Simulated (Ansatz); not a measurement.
The starting structures come from a database of crystals and need not be the phases stable at ambient conditions.

## Evanescent states of Ba₂PCl (R-3m, not sure to be the ambient phase, 4 atoms a cell, 35.9 Å³ an atom) along the normal of (110)

The numbers are results of r2SCAN (plane waves, PAW; Ansatz, a program for electronic structure), not measurements.

No gap correction and no spin-orbit coupling; mid-gap values are interpolated between computed energies.

Energies count from the valence-band top; κ is the least over a 4×4 mesh across the current.

| E (eV) | κ (1/Å) | where |
|---|---|---|
| 0.04 | 0.089 | Γ |
| 0.14 | 0.144 | Γ |
| 0.23 | 0.167 | Γ |
| 0.32 | 0.183 | Γ |
| 0.41 | 0.195 | Γ |
| 0.49 | 0.204 | Γ |
| 0.58 | 0.210 | Γ |
| 0.68 | 0.216 | Γ |
| 0.77 | 0.214 | Γ |
| 0.85 | 0.207 | Γ |
| 0.94 | 0.197 | Γ |
| 1.03 | 0.184 | Γ |
| 1.12 | 0.166 | Γ |
| 1.22 | 0.144 | Γ |
| 1.30 | 0.115 | Γ |
| 1.40 | 0.071 | Γ |

Problem. How thick must the barrier be to attenuate the transmission by 10^4 when the electrodes' Fermi level lies at 0.04 eV, and what attenuation does that film give at 1.12 eV?

Solution. d = 4 ln 10 / (2 × 0.089) = 51.7 Å. At 1.12 eV it gives 4 × 0.166/0.089 = 7.5 decades.
